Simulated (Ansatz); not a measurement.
The starting structures come from a database of crystals and need not be the phases stable at ambient conditions.

By PBEsol, the system below comes out a metal.

Here is the system:

```yaml
crystal:
  lattice:
    - [2.53410, 0.00000, 0.00000]
    - [-1.26705, 2.19459, 0.00000]
    - [0.00000, 0.00000, 4.11257]
  atoms:
    - { symbol: Cu, position: [0.33333, 0.66667, 0.25000] }
    - { symbol: Cu, position: [0.66667, 0.33333, 0.75000] }
```

Space group of this cell: P6_3/mmc, hcp (Mg type). The cell is taken as given; by PBEsol its mean pressure is -1.6 GPa.

Calculation: PBEsol (plane waves, PAW; Ansatz, a first-principles code).

Varied: the period of the mesh across the current. Costs are rough processor-time ratios of whole runs on one shared host; the tightest setting serves as the reference and is not exact either. The current runs along the normal of (001).

| setting | rough cost against the tightest | ballistic conductance per area (both spins) (× 10¹⁵ S/m²) |
|---|---|---|
| 12×12 | about 1/6 | 1.15 |
| 24×24 | about 1/5 | 1.09 |
| 30×30 | about 1/4 | 1.07 |
| 54×54 | about 1/2 | 1.09 |
| 96×96 | 1 | ? |

Q: Estimate from the trend what the tightest setting gives. Which is the loosest setting from which on the ballistic conductance per area (both spins) stays within 0.11 × 10¹⁵ S/m² of that, and at what cost?

A: The tightest setting gives 1.08 × 10¹⁵ S/m². 12×12 suffices; its cost against the tightest setting's is about 1/6. Every setting of the series meets this tolerance; the loosest misses by 0.071 × 10¹⁵ S/m².
